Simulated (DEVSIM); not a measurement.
Device: abrupt In0.53Ga0.47As p-n junction, at 400 K.

Layer 1 from the left is In0.53Ga0.47As, thickness (μm) 36.0, Na (cm⁻³) 4.5e16, τn (s) 5.2e-9, τp (s) 5.2e-9. Layer 2 from the left is In0.53Ga0.47As, thickness (μm) 21.0, Nd (cm⁻³) 1.1e14, τn (s) 5.2e-9, τp (s) 5.2e-9.

Left contact: ohmic. Right contact: ohmic. Voltage is applied to the left contact. Recombination: SRH at mid-gap, radiative. Mobility is μmin + (μ − μmin)/(1 + (N/Nref)^α).

Constants are typed, rounded textbook-type inputs, not results; the design itself was drawn at random and stands for no fabricated device. Values at 300 K; Nc and Nv go as T^1.5, mobilities as T to minus their exponent, the gap by Varshni's rule with the affinity fixed.

In0.53Ga0.47As: gap (eV) 0.74, affinity (eV) 4.51, permittivity 13.9, Nc (cm⁻³) 2.1e17, Nv (cm⁻³) 7.7e18, μn (cm²/Vs) 12000, μp (cm²/Vs) 300, μn,min 300, μp,min 10, Nref,n 1.3e17, Nref,p 4.9e17, αn 0.48, αp 0.4, T exponent of μn 1.6, T exponent of μp 1.6, B (cm³/s) 9.6e-11, Varshni α (eV/K) 0.00035, Varshni β (K) 190.

DEVSIM, 1D drift-diffusion, Boltzmann statistics, complete ionisation; no tunnelling, impact ionisation, image-force lowering or self-heating.

Task: What does the simulation give for the potential step across the device at zero bias, the dark forward voltage at 1 A/cm², the largest field in the device at zero bias, the dark forward voltage at 100 A/cm²?

Result: potential step across the device at zero bias 0.251 V; dark forward voltage at 1 A/cm² 0.107 V; largest field in the device at zero bias 12000 V/cm; dark forward voltage at 100 A/cm² 0.982 V.
